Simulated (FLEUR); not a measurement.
Worked example: self-consistent single point of SrC2 (C2/c, 6 atoms in the cell) in FLEUR.

Computed with LDA (Perdew-Zunger), all-electron FLAPW (FLEUR), scalar-relativistic valence.

The change in words: lattice scaled by 0.98. Reference geometry:
```xyz
6
Lattice="3.5291 -2.2158 0.0000 3.5291 2.2158 0.0000 -2.3855 0.0000 7.4144" Properties=species:S:1:pos:R:3 pbc="T T T"
Sr     1.7400     1.4233     5.5608
Sr     2.9328    -1.4233     1.8536
C      0.6132    -0.6512     4.1343
C      4.0596     0.6512     3.2801
C      2.8669    -0.6512     6.9872
C      1.8059     0.6512     0.4271
```

Reference input (self-consistent single point, DFT, LDA (Perdew-Zunger), all-electron FLAPW (FLEUR), scalar-relativistic valence): Kmax = 4.7 1/bohr; GmaxXC = 18.8 1/bohr; xcFunctional = pz; jspins = 1; l_soc = F; mode = hist; fermiSmearingEnergy = 0.0001 Htr; mesh (inpgen div1-3) = 6 6 3; inpgen gamma flag = true; Gmax = 18.8 1/bohr; numbands = 0; maxIterBroyd = 15. This run's input differs from it in these lines:

```diff
@@ -3,5 +3,5 @@
 &input film=f /
-6.6690891582 -4.1873212874 -0.0000000000
-6.6690891582 4.1873212874 -0.0000000000
--4.5078849785 -0.0000000000 14.0111721503
+6.5357066191 -4.1035742947 0.0000000000
+6.5357066191 4.1035742947 -0.0000000000
+-4.4177280348 -0.0000000000 13.7309484428
 1.0
@@ -48,5 +48,5 @@
          <bravaisMatrix>
-            <row-1>    6.6690891582000003    -4.1873212873999996     0.0000000000000000</row-1>
-            <row-2>    6.6690891582000003     4.1873212873999996     0.0000000000000000</row-2>
-            <row-3>   -4.5078849784999999     0.0000000000000000    14.0111721503000002</row-3>
+            <row-1>    6.5357066190999999    -4.1035742946999996     0.0000000000000000</row-1>
+            <row-2>    6.5357066190999999     4.1035742946999996     0.0000000000000000</row-2>
+            <row-3>   -4.4177280347999996     0.0000000000000000    13.7309484428000008</row-3>
          </bravaisMatrix>
```

Log, with long lists cut:

```
 Iteration:     1   Distance:      18.83798498 me/bohr^3
 Iteration:     2   Distance:      17.19223228 me/bohr^3
 Iteration:     3   Distance:       6.67664274 me/bohr^3
 Iteration:     4   Distance:       6.91280151 me/bohr^3
 Iteration:     5   Distance:       1.08111312 me/bohr^3
   [... 7 lines left out ...]
 Iteration:    13   Distance:       0.00011411 me/bohr^3
 Iteration:    14   Distance:       0.00006924 me/bohr^3
 Iteration:    15   Distance:       0.00001033 me/bohr^3
 Iteration:    16   Distance:       0.00000945 me/bohr^3
 Reset of history
 Run finished successfully
 Stop message:
   Structural relaxation: new displacements generated

[file out, last iteration]
             iter=     17
[...]
          total density-effective poten   -1.0498963219E+04
          total charge density-energy d   -2.2328126912E+02
 Updated energy parameters for spin:           1
[...]
 fermi energy and band-weighting factors:

[...]
FERMIE:
          first approx. to ef    (T=0)  :   0.208412 htr   (energy of the highest occ. eigenvalue)
          number of occ. states  (T=0)  :        612
          first approx. to seigv (T=0)  :  -6.381407 htr
          sum of weights of occ. states :  18.000000
          sum of semicore charge        :   0.000000 e
FERHIS:  Fermi-Energy by histogram:
          bandgap                     :   0.072585 htr
   [... lines left out ...]
          charge neutrality (T=0)     :   0.000000    (zero if the highest occ. eigenvalue is "entirely" occupied)
 Direct bandgap for spin            1 :    8.3794338727283757E-002  Htr
 ---->    free energy=                     -6503.5451540423 htr
   [... lines left out ...]
      extrapolation for T->0
 ---->    total electron energy=           -6503.5451540423 htr
 ***** TOTAL FORCES ON ATOMS *****
 TOTAL FORCE FOR ATOM TYPE=  1  X=  1.104   Y= -1.468   Z= -3.433
                       FX_TOT= 0.000000 FY_TOT= 0.001392 FZ_TOT= 0.000000
 TOTAL FORCE FOR ATOM TYPE=  2  X=  5.553   Y= -1.206   Z= -6.074
                       FX_TOT= 0.002277 FY_TOT= 0.029245 FZ_TOT= 0.027712
```

The run converged in 16 iterations. FLEUR gives forces in its relaxation mode, with a further iteration, so its stop message speaks of a relaxation. Against the reference run the free energy falls by 6.3 meV/atom, the largest force goes from 0.276 to 2.075 eV/Å and the gap on the mesh goes from 2.068 to 1.975 eV.

The starting cell comes from a database of computed structures (which also holds hypothetical and non-ambient phases and stackings), without a prior relaxation at this level. For this run, on top of that: lattice scaled by 0.98. Values depend on the basis (sphere radii, cutoffs, local orbitals), which need not be converged. Forces in this geometry exceed 1 eV/Å.

Cost on one core of a shared machine: roughly 7 min.
